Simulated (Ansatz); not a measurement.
BaCd2As2 (P-3m1, No. 164, 5 atoms in the cell; start mp-8281), treated with r²SCAN (Ansatz, a quantum-chemistry and plane-wave program, plane waves, PAW).

Run with plane-wave cutoff 560 eV, 12×12×6 k mesh (along the axes of the cell as run), Fermi–Dirac smearing 0.01 eV, scalar-relativistic PAW data made under PBE.

Cell (relaxed with PBEsol):

```yaml
crystal:
  lattice:
    - [4.49669, 0.00000, 0.00000]
    - [-2.24835, 3.89425, 0.00000]
    - [0.00000, 0.00000, 7.60142]
  atoms:
    - { symbol: Ba, position: [0.00000, 0.00000, 0.00000] }
    - { symbol: Cd, position: [0.66667, 0.33333, 0.37018] }
    - { symbol: Cd, position: [0.33333, 0.66667, 0.62982] }
    - { symbol: As, position: [0.66667, 0.33333, 0.73858] }
    - { symbol: As, position: [0.33333, 0.66667, 0.26142] }
```

Q: What does this level give for the band gap and smallest direct gap on the k points sampled?

A: 
band gap: 0.80 eV
smallest direct gap on the k points sampled: 0.86 eV

Note: cell and atoms aren't relaxed at this level (largest force component 0.04 eV/Å, pressure 2.1 GPa).

Spin–orbit coupling is not included.

Computed values are for the static lattice.

A start named mp-… is a Materials Project structure, which need not be a measured phase.
